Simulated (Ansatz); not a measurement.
Input and output of a zone-centre phonon calculation for Al3Sc (Pm-3m, 4 atoms in the cell) (Ansatz, a first-principles code).

Computed with PBE (plane waves, PAW; Ansatz).

```
CELL_PARAMETERS angstrom
      4.08770     0.00000     0.00000
      0.00000     4.08770     0.00000
      0.00000     0.00000     4.08770
ATOMIC_POSITIONS crystal
  Sc 0.00000 0.00000 0.00000
  Al 0.00000 0.50000 0.50000
  Al 0.50000 0.00000 0.50000
  Al 0.50000 0.50000 0.00000
```

Reference input (self-consistent single point, DFT, PBE, plane waves, default PAW files): basis.ecutwfc = 420 eV; kpoints.mp_grid.grid = 8 8 8; hamiltonian.xc = pbe; hamiltonian.pseudopotentials = {kind: paw} (the program's default PAW files); scf.occupations.method = fermi_dirac; scf.occupations.width = 0.1 eV. This run's input differs from it in these lines:

```diff
@@ -20,6 +20,5 @@
   occupations: { method: fermi_dirac, width: 0.1 }
-output:
-  forces: true
-  eigenvalues: true
-  stress: true
+  convergence: { dr2_threshold: 1.0e-05 eV }
+phonons:
+  method: dfpt
```

Log, with long lists cut:

```
SCF iter   1: F=—  HF=-3750.156613 eV  |F-HF|=—  |Δ(HF+E_count)|=         —  Δρ=2.65e-3  dr2=1.44e-2  ethr=1.77e-3  ⟨swp⟩=5.3  Hψ=10157  notcnv=0
all-band conjugate gradients solve this SCF's bands
preconditioner: auto → Kerker (q_TF=auto, 2.223 Å⁻¹)
SCF iter   2: F=—  HF=-3750.153910 eV  |F-HF|=—  |Δ(HF+E_count)|=   2.70e-3  Δρ=1.38e-3  dr2=3.08e-3  ethr=7.18e-5  ⟨swp⟩=1.0  Hψ=2750  notcnv=0
SCF iter   3: F=—  HF=-3750.153158 eV  |F-HF|=—  |Δ(HF+E_count)|=   7.52e-4  Δρ=5.21e-4  dr2=4.80e-4  ethr=1.54e-5  ⟨swp⟩=2.2  Hψ=2462  notcnv=0
SCF iter   4: F=—  HF=-3750.153029 eV  |F-HF|=—  |Δ(HF+E_count)|=   1.29e-4  Δρ=9.62e-5  dr2=6.93e-6  ethr=2.40e-6  ⟨swp⟩=2.0  Hψ=2437  notcnv=0
iter 5 did not close the SCF: its close was put off for the readings that it lacked (scf_convergence_deferred on its scf_iter line)
SCF iter   5: F=-3750.153028 eV  HF=-3750.153028 eV  |F-HF|=3.38e-9  |Δ(HF+E_count)|=   4.86e-7  Δρ=1.91e-5  dr2=1.67e-7  ethr=3.46e-8  ⟨swp⟩=2.1  Hψ=2362  notcnv=0
SCF iter   6: F=-3750.153028 eV  HF=-3750.153028 eV  |F-HF|=1.08e-9  |Δ(HF+E_count)|=   4.16e-8  Δρ=2.75e-6  dr2=4.23e-9  ethr=8.36e-10  ⟨swp⟩=4.6  Hψ=9745  notcnv=0
SCF 1 converged in 6 iterations: F = -3750.153028 eV  dr2 = 4.23e-9
DFPT response loops at Γ: preconditioner auto → Kerker (q_TF=auto, 2.223 Å⁻¹) (partly filled bands, converged f_vac=0.000) …
Free energy (F): -3750.153028 eV
Internal energy: -3750.108964 eV  (E = F + TS)
E sigma→0 (E₀):  -3750.130996 eV
Entropy (-TS):   -0.044064 eV (-11.016 meV/atom)
Fermi energy:    9.269078 eV
--- Phonons (Γ-DFPT): 3 representative perturbations + reference, on 125 of 512 k-points (Σ response iterations 9) ---
  k mesh reduced under 8 symmetry operations, with k and −k counted as one. Each operation leaves every solved displacement unchanged or reverses it
  ASR residual: 3.046e-3 → 0.000e0 eV/Å²; symmetrization residual: 1.160e-7 eV/Å²
  ASR residual per site (eV/Å²): 3.05e-3 1.01e-4 1.01e-4 1.01e-4
  Γ frequencies (cm⁻¹): 0.00 0.00 0.00 238.12 238.12 238.12 256.93 256.93 256.93 335.42 335.42 335.42
  non-analytic LO–TO correction: not included (Born effective charges unavailable; polar crystals: no LO–TO splitting at Γ)
```

The run converged in 6 iterations.  The full log also holds: “iter 5 did not close the SCF: its close was put off for the readings that it lacked (scf_convergence_deferred on its scf_iter line)”.

Summary of the result:
Free energy E − TS (on the zero of these files): -3750.1530 eV
Fermi level (on the code's own zero): 9.27 eV
Zone-centre frequencies (cm⁻¹; negative means imaginary): 0, 0, 0, 238, 238, 238, 257, 257, 257, 335, 335, 335

The starting cell has typed, rounded lattice constants, without a prior relaxation at this level. Its lattice was rescaled by up to half a per cent.

Cost on one core of a shared machine: roughly 40 s.

Keys are those of Ansatz 0.2.
